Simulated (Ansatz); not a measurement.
**Pd: biaxial strain −0.83 %, plane normal [111], relaxed out of plane**

The reference is Pd in the fcc (Cu type) structure (space group Fm-3m, No. 225; a = 3.9104 Å; relaxed with 0.1 eV smearing). Axes: x, y, z lie along the cube axes.

Now apply this change: biaxial strain −0.83 %, plane normal [111], relaxed out of plane (Cartesian); in-plane vectors clamped, the third vector and the atoms free.

All numbers come from r2SCAN in Ansatz (plane waves to 500 eV, PAW, spin-orbit coupling left out). Γ-centred 29×29×29 mesh, Fermi–Dirac width 0.1 eV.

```csv
quantity,base,changed,shift
volume per atom,14.95 Å³,14.82 Å³,-0.13 Å³
shortest interatomic distance,2.765 Å,2.742 Å,-0.023 Å
energy relative to the base (free energy F),0 meV/atom,+1.9 meV/atom,+1.9 meV/atom
"pressure (mean of the normal stresses, compression positive)",0.0 GPa,1.7 GPa,+1.7 GPa
band gap,zero,zero,–
out-of-plane strain,–,+0.80 %,–
ratio −ε⊥/ε∥,–,0.97,–
mean in-plane stress (compression positive),–,+2.5 GPa,–
```

Cost of the whole job for the changed cell (relaxation, final SCF and bands): about 4 core-minutes (a rough figure).

No phonon test of stability was made. All final runs are without spin polarisation. Pd has a high density of states at the Fermi level and may be magnetic at this level.

Ansatz is a program for electronic structure.
